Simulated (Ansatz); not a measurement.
**A computed series for Ti2O3: pressure series**

The reference is Ti2O3 in the corundum structure (space group R-3c, No. 167).

```
CELL_PARAMETERS angstrom
      2.51933     1.45454     4.62714
     -2.51933     1.45454     4.62714
      0.00000    -2.90907     4.62714
ATOMIC_POSITIONS crystal
  Ti 0.84541 0.84541 0.84541
  Ti 0.15459 0.15459 0.15459
  Ti 0.65459 0.65459 0.65459
  Ti 0.34541 0.34541 0.34541
  O  0.06181 0.43819 0.75000
  O  0.93819 0.56181 0.25000
  O  0.75000 0.06181 0.43819
  O  0.25000 0.93819 0.56181
  O  0.43819 0.75000 0.06181
  O  0.56181 0.25000 0.93819
```

Cell and atoms are relaxed at each pressure.

Calculations: PBEsol (Ansatz, a program for electronic structure; PAW; 420 eV plane waves; spin-orbit coupling left out).

Notes on the quantities. enthalpy: H = E + PV relative to the base's energy.

```
variant                enthalpy     density  shortest interatomic distance
----------------  -------------  ----------  -----------------------------
base                          –  4.69 g/cm³                        1.998 Å
pressure −2 GPa   -0.13 eV/atom  4.65 g/cm³                        2.005 Å
pressure −1 GPa   -0.06 eV/atom  4.67 g/cm³                        2.002 Å
pressure 0.3 GPa  +0.02 eV/atom  4.70 g/cm³                        1.997 Å
pressure 0.7 GPa  +0.04 eV/atom  4.71 g/cm³                        1.996 Å
pressure 1.5 GPa  +0.09 eV/atom  4.72 g/cm³                        1.993 Å
pressure 3 GPa    +0.19 eV/atom  4.75 g/cm³                        1.988 Å
pressure 5 GPa    +0.31 eV/atom  4.79 g/cm³                        1.982 Å
pressure 7.5 GPa  +0.47 eV/atom  4.84 g/cm³                        1.975 Å
pressure 10 GPa   +0.62 eV/atom  4.88 g/cm³                        1.968 Å
```

Load acts through the strain it causes; cell and atoms are relaxed under it. Stability against distortions was not tested. No other phases were tried under pressure. No Hubbard U is applied, and correlation can decide whether such a compound is a metal. The final runs are not spin-polarised.
